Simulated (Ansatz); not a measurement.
## BeSe: alloy series

The reference is BeSe in the zinc blende structure (space group F-43m, No. 216; a = 5.129 Å).

The other end (x = 1) is BeS in the zinc blende structure (space group F-43m, No. 216): 14.15 Å³/atom, gap 2.91 eV.

S replaces a fraction x of Se; each row is one arrangement (x, atoms in the cell, starting space group or random), fully relaxed.

Levels (all Ansatz, a program for electronic structure, PAW): PBEsol (420 eV, no spin-orbit coupling); HSE06 (420 eV, spin-orbit coupling left out).

Band gaps by level, all at the geometries relaxed with PBEsol:

| case | PBEsol | HSE06 |
|---|---|---|
| base | 2.47 eV | 3.45 eV |
| x(S) = 0.333, 6 atoms, P3m1 | 2.39 eV | 3.39 eV |
| x(S) = 0.75, 8 atoms, Pmm2 | 2.43 eV | 3.49 eV |
| x(S) = 0.75, 8 atoms, Amm2 | 2.40 eV | 3.45 eV |

Single points use the geometry relaxed with PBEsol. HSE06 was sampled on its mesh, a few special points and the semilocal edge points, so its gap is an upper bound. These are small ordered cells, not random alloys; other orderings at the same x differ. Stability against distortions was not tested.
